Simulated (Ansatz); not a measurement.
Structures of equal composition on the (111)B surface of 3C silicon carbide (C plane on top): (√3x√3)R30° Al adatom at H3; (√3x√3)R30° Al adatom at T4. The slabs share one bottom face, and each structure is named by its start. These are constructed structures in small cells; real faces may alloy, dewet or reconstruct in larger ones, and not all known structures of the face are among them. Slabs of about 11 Å with all that they carry, Fermi-Dirac smearing of 0.025 eV. Bottom of the slabs: H caps. Relaxed from the named starts with such symmetry as they have, on meshes of like density; energies extrapolated to zero smearing; no spin-orbit coupling, no U. Spin-polarised runs, if any, are marked in brackets, and their order is one that fits the cell; the others ran without spin. Where a second, spin-polarised start was run, the lower counts.

Host crystal: 3C silicon carbide, with a band gap (PBE, scalar-relativistic without spin-orbit coupling).

Level of theory: r2SCAN, at the PBE geometry (plane waves to 500 eV, PAW; Ansatz, an electronic-structure program).

Q: Order them by energy per 1x1 cell (lowest first) at the level r2SCAN, at the PBE geometry.

A: (√3x√3)R30° Al adatom at H3 (0.000 eV, gap 1.71 eV on the mesh), (√3x√3)R30° Al adatom at T4 (0.306 eV, gap 1.06 eV on the mesh)
